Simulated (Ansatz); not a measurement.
Amorphous Zr₂₀O₄₅Ta₂, 67 atoms at 5.75 g/cm³, one PBE-relaxed geometry, zone centre. Methods: PBE, scalar-relativistic without spin-orbit coupling (Ansatz, a quantum-chemistry and plane-wave program); r2SCAN, scalar-relativistic without spin-orbit coupling (Ansatz); HSE06, scalar-relativistic without spin-orbit coupling (Ansatz). Plane waves to 420 eV (r2SCAN 500 eV); exact exchange is cut at the cell's faces. At PBE the levels at the filled edge of the gap are localised (band-tail or defect states). All rungs ran without spin polarisation.

The cell was made by melting and quenching with the CHGNet potential and then relaxed with DFT. O atoms were pushed apart under 1.9 Å during the dynamics, to hinder bonds among them. The hot cell started wider than the set density and was brought back towards it in steps. It is the lowest in DFT energy of 2 quenches. It is a model cell: composition and starting density were chosen by hand, and all elements were melted together. No dispersion term was used. Its density started from a set value of 5.58 and ended at 5.75 g/cm³. The quench (nominally 300 K/ps over its main leg) was far faster than any real one, so the model tends to hold more defects than a real film. A cell of this size samples the disorder only roughly. Volume and shape were free in the relaxation. On a 2×2×2 Γ-centred mesh force components of up to 0.16 eV/Å stay, since the relaxation ran on the zone centre alone.

The relaxation ran on the zone centre alone. At PBE the level gap is 2.93 eV on a 2×2×2 Γ-centred mesh, and the spacing at the zone centre alone 3.05 eV.

**Question.** What zone-centre spacing does r2SCAN give, roughly?

**Answer.** 3.46 eV (+0.40 eV against PBE).

**Question.** What zone-centre spacing does HSE06 give, roughly?

**Answer.** 4.52 eV (+1.46 eV against PBE).

The highest filled and the lowest empty state spread over these numbers of atoms (participation numbers): PBE: 4.8 and 14.8; r2SCAN: 4.5 and 13.6; HSE06: 4.4 and 14.8.
